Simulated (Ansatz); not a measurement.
The starting structures come from a database of crystals and need not be the phases stable at ambient conditions.

 Where the default PAW files enter, the runs use the earlier of Ansatz's two default sets.

**Evanescent states of LiNbO3 (R-3, not sure to be the ambient phase, 10 atoms a cell, 11.7 Å³ an atom, -9 GPa at this level) along the normal of (100)**

Computed with r2SCAN (plane waves, PAW; Ansatz, an electronic-structure program).

The gap is the functional's own. No spin-orbit coupling. Mid-gap values are interpolated on the energy grid.

Energies count from the valence-band top; κ is the least over a 6×2 mesh across the current.

```tsv
E (eV)	κ (1/Å)	where
0.10	0.174	off Γ
0.30	0.277	off Γ
0.50	0.338	off Γ
0.70	0.380	off Γ
0.90	0.411	off Γ
1.10	?	Γ
1.30	?	Γ
1.50	?	Γ
1.70	?	Γ
1.90	?	Γ
2.10	?	Γ
2.30	?	Γ
2.50	?	Γ
2.70	?	Γ
2.90	?	Γ
3.10	?	Γ
3.30	0.407	off Γ
3.50	0.376	off Γ
3.70	0.336	off Γ
3.90	0.281	off Γ
4.10	0.185	off Γ
```

Task: Complete the blanks.

Result: 
- 1.10, κ (1/Å): 0.434
- 1.30, κ (1/Å): 0.450
- 1.50, κ (1/Å): 0.462
- 1.70, κ (1/Å): 0.469
- 1.90, κ (1/Å): 0.474
- 2.10, κ (1/Å): 0.475
- 2.30, κ (1/Å): 0.473
- 2.50, κ (1/Å): 0.469
- 2.70, κ (1/Å): 0.460
- 2.90, κ (1/Å): 0.448
- 3.10, κ (1/Å): 0.432
